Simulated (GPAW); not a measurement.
```
CELL_PARAMETERS angstrom
      3.57936     0.00000     0.00000
     -1.78968     3.09981     0.00000
      0.00000     0.00000     5.77713
ATOMIC_POSITIONS crystal
  Y  0.33333 0.66667 0.25000
  Y  0.66667 0.33333 0.75000
```
Moments meant for the start (each program seeds them in its own way; μB, in the order of the atoms Y Y): 1.0 1.0.

Level of theory: PBE, GPAW PAW datasets PBE (gpaw-data 1.0.1) (plane waves; GPAW).

The set-up and first iterations of a GPAW log for Y (P6_3/mmc, 2 atoms in the cell):

```
Input parameters:
  convergence: {density: 1e-05}
  kpts: {gamma: True,
         size: (11, 11, 6)}
  maxiter: 150
  mode: {ecut: 600.0,
         name: pw}
  nbands: -8
  occupations: {fixmagmom: False,
                name: fermi-dirac,
                width: 0.1}
  spinpol: True
  symmetry: {symmorphic: False,
             tolerance: 0.0005}
  xc: PBE

species:
  Y:
    name: Yttrium
    Z: 39.0
    valence: 11
    core: 28
    charge: 0.0
    file: Y.PBE.gz

    # Using partial waves for Y as LCAO basis

Reference energy: -184182.767865  # eV

Spin-polarized calculation.
Initial magnetic moment: 2.000000

Convergence criteria:
 Maximum [total energy] change in last 3 cyles: 0.0005 eV / valence electron
 Maximum integral of absolute [dens]ity change: 1e-05 electrons / valence electron
 Maximum integral of absolute [eigenst]ate change: 4e-08 eV^2 / valence electron
 Maximum number of scf [iter]ations: 150

Symmetries present (total): 24
   [... lines left out ...]
  Pulay-stress correction: 0.000000 eV/Ang^3 (de/decut=0.000000)

Occupation numbers: Fermi-Dirac:
  width: 0.1000  # eV

Eigensolver

Densities:
  Coarse grid: 21*21*36 grid
  Fine grid: 42*42*72 grid
  Total Charge: 0.000000

Density mixing:
  Method: difference
  Backend: pulay
  Linear mixing parameter: 0.05
  old densities: 5
  Damping of long wavelength oscillations: 50

Hamiltonian:
  XC and Coulomb potentials evaluated on a 42*42*72 grid
  External potential:
    NoExternalPotential

XC parameters: PBE with 2 nearest neighbor stencil

Number of atoms: 2
Number of atomic orbitals: 26
Number of bands in calculation: 20
Number of valence electrons: 22
Bands to converge: occupied

Density initialized from atomic densities
  20 bands from LCAO basis set

Atomic positions and initial magnetic moments

Positions:
   0 Y     -0.000001    2.066544    1.444283    ( 0.0000,  0.0000,  1.0000)
   1 Y      1.789680    1.033270    4.332850    ( 0.0000,  0.0000,  1.0000)

Unit cell:
           periodic     x           y           z      points  spacing
  1. axis:    yes    3.579357    0.000000    0.000000    21     0.1476
  2. axis:    yes   -1.789678    3.099814    0.000000    21     0.1476
  3. axis:    yes    0.000000    0.000000    5.777133    36     0.1605

  Lengths:   3.579357   3.579357   5.777133
  Angles:   90.000000  90.000000 119.999994

Effective grid spacing dv^(1/3) = 0.1592
     iter     time        total  log10-change:  magmom
                         energy   eigst   dens
iter:   1 --:--:--    -9.384193                   +1.9925
iter:   2 --:--:--    -9.472879   -1.69  -1.49    +1.3193
iter:   3 --:--:--    -9.380686   -1.47  -1.51    +0.8135
iter:   4 --:--:--    -9.412093   -2.07  -2.01    +0.7409
iter:   5 --:--:--    -9.387466   -2.66  -2.14    +0.6638
iter:   6 --:--:--    -9.390852   -3.33  -2.27    +0.5166
iter:   7 --:--:--    -9.391618c  -3.73  -3.17    +0.3431
iter:   8 --:--:--    -9.392498c  -3.59  -3.05    +0.1128
iter:   9 --:--:--    -9.392660c  -4.06  -2.95    +0.0252
iter:  10 --:--:--    -9.392644c  -4.41  -3.16    -0.0142
iter:  11 --:--:--    -9.392646c  -5.51  -3.27    -0.0208
```

Problem. Will this run converge, and how will it end?

Solution. The run converged in 25 iterations. Convergence of the loop says nothing yet on basis, mesh or lower states. It ends on: free energy E − TS (from the program's reference atoms) -9.4544 eV; Fermi level (on the code's own zero) 6.64 eV; pressure 1.08 GPa; size of the cell's spin moment 0.00 μB. The log goes on:

```
   [... 4 lines left out ...]
iter:  16 --:--:--    -9.392633c  -6.08  -3.71    -0.0017
iter:  17 --:--:--    -9.392631c  -6.81  -4.06    -0.0004
iter:  18 --:--:--    -9.392632c  -7.05  -4.18    +0.0010
iter:  19 --:--:--    -9.392633c  -7.35  -4.33    +0.0007
iter:  20 --:--:--    -9.392632c  -8.89c -4.68    +0.0004
iter:  21 --:--:--    -9.392632c  -8.87c -4.72    +0.0000
iter:  22 --:--:--    -9.392633c  -7.75c -4.78    -0.0000
iter:  23 --:--:--    -9.392633c  -9.81c -4.96    -0.0000
iter:  24 --:--:--    -9.392633c  -9.11c -4.98    -0.0000
iter:  25 --:--:--    -9.392633c  -9.56c -5.35c   -0.0000
Converged after 25 iterations.

Dipole moment: (-0.000000, -0.000000, 0.000000) |e|*Ang

Total magnetic moment: (0.000000, 0.000000, -0.000013)
Local magnetic moments:
   0 Y  ( 0.000000,  0.000000, -0.000002)
   1 Y  ( 0.000000,  0.000000, -0.000002)

Energy contributions relative to reference atoms: (reference = -184182.767865)

Kinetic:         +2.720904
Potential:       -0.972761
External:        +0.000000
XC:             -10.751975
Entropy (-ST):   -0.123438
Local:           -0.327083
SIC:             +0.000000
--------------------------
Free energy:     -9.454352
Extrapolated:    -9.392633

Spin contamination: 0.000000 electrons
Showing only first 2 kpts
                      Up                     Down
 Kpt  Band  Eigenvalues  Occupancy  Eigenvalues  Occupancy
  0     9      4.71883    1.00000      4.71882    1.00000
  0    10      7.39138    0.00057      7.39138    0.00057
  0    11      8.46124    0.00000      8.46124    0.00000
   [... lines left out ...]
  1    12      8.39179    0.00000      8.39178    0.00000

Fermi level: 6.64416

No gap
No difference between direct/indirect transitions
Energy (eV): -9.392633

Forces in eV/Ang:
  0 Y    -0.00000   -0.00000    0.00000
  1 Y     0.00000    0.00000    0.00000

Stress tensor:
    -0.010812     0.000000     0.000000
     0.000000    -0.010812    -0.000000
     0.000000    -0.000000     0.001347
Stress (GPa, Voigt): [-1.7323 -1.7323  0.2158 -0.      0.      0.    ]
```

For comparison: a first run was changed to give this one (lattice scaled by 0.98), and from it to this one the free energy falls by 1.6 meV/atom and the pressure goes from -1.30 to 1.08 GPa.

The starting cell comes from a database of computed structures (which also holds hypothetical and non-ambient phases and stackings), without a prior relaxation at this level. Its lattice was rescaled by a random factor within 2.5 % of one. For this run, on top of that: lattice scaled by 0.98. The starting moments vanished: the run ended non-magnetic.

The run was DFT PBE, plane waves, GPAW PAW datasets PBE (gpaw-data 1.0.1). Main settings of its input:

- spinpol: true
- mode: pw
- ecut: 600 eV
- xc: PBE
- kpts: 11 11 6
- mesh shift (steps): 0 0 0
- occupations.name: fermi-dirac
- occupations.width: 0.1 eV
- nbands: -8
- convergence.density: 1e-05 e/electron
- symmetry.symmorphic: false
- symmetry.tolerance: 0.0005
